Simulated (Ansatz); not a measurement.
F on the 1x1 (111) surface of fcc Pt, one in a 2x2 cell: adsorption energies (eV for each) against ½ F2(g) in Ansatz (plane waves, PAW). Structures relaxed with PBE; the other functionals are single points on them, with slab and gas at the same level. No dispersion, zero-point or thermal terms. Rows are starts at which the adsorbate stayed.

Model: 17-atom slab, 6.9 Å thick at the start under the adsorbate (thin: gaps and levels are the slab's own), 6x6x1 mesh, Fermi-Dirac 0.1 eV, dipole correction, 8 atoms held, the rest relaxed; each run with such symmetry as its start has; no spin, no spin-orbit, no U, no dispersion correction.

```csv
site,PBE,RPBE,r2SCAN
top Pt,-1.77,-1.64,-2.00
hollow Pt-Pt-Pt over Pt at depth 2.3 Å,-1.30,-1.13,-1.50
hollow Pt-Pt-Pt over Pt at depth 4.6 Å,-1.45,-1.26,-1.72
bridge Pt-Pt (span 2.8 Å),-1.58,-1.41,-1.86
```

RPBE moves the energies by 0.17 eV on average against PBE and puts 'top Pt' lowest, as PBE does. r2SCAN moves the energies by -0.24 eV on average against PBE and puts 'top Pt' lowest, as PBE does.

Ansatz is an electronic-structure program.
